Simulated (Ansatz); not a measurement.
## CaWO₄ (I4₁/a, No. 88)

These are PBEsol (plane waves, PAW; Ansatz, a first-principles code) values and carry that method's errors.

Settings: plane-wave cutoff 520 eV, 10×10×10 k mesh, Fermi–Dirac smearing 0.01 eV, no spin polarisation, scalar-relativistic PAW data made under PBE.

Cell (relaxed at this level):

```cif
data_Ca2O8W2
_chemical_formula_sum 'W2 Ca2 O8'
_space_group_name_H-M_alt 'P 1'
_space_group_IT_number 1
_cell_length_a 6.73005
_cell_length_b 6.73005
_cell_length_c 6.73005
_cell_angle_alpha 134.333
_cell_angle_beta 134.333
_cell_angle_gamma 66.568
loop_
_space_group_symop_operation_xyz
  'x, y, z'
loop_
_atom_site_label
_atom_site_type_symbol
_atom_site_fract_x
_atom_site_fract_y
_atom_site_fract_z
_atom_site_occupancy
W1 W 0.50000 0.50000 0.00000 1
W2 W 0.25000 0.75000 0.50000 1
Ca1 Ca 0.00000 0.00000 0.00000 1
Ca2 Ca 0.75000 0.25000 0.50000 1
O1 O 0.31869 0.90462 0.89736 1
O2 O 0.17133 0.56869 0.91407 1
O3 O 0.00726 0.42133 0.10264 1
O4 O 0.65462 0.25726 0.08593 1
O5 O 0.43131 0.34538 0.60264 1
O6 O 0.57867 0.68131 0.58593 1
O7 O 0.74274 0.82867 0.39736 1
O8 O 0.09538 0.99274 0.41407 1
```

```yaml
band_gap: 4.09 eV (on the SCF k mesh)
bulk modulus B0: 81.2 GPa
```

Measured, for comparison: band gap 5.2 ± 0.3 eV (temperature not stated, no zero-point or thermal correction, absorption, reflection, one- and two-photon excitation; as tabulated in Mikhailik et al. (2004), doi:10.1103/physrevb.69.205110).

Note: the bulk modulus is −V dP/dV from two relaxed cells at ±2 % in volume.

Spin–orbit coupling is not included.

Computed values are for the static lattice.

The result took roughly 13 core-minutes.
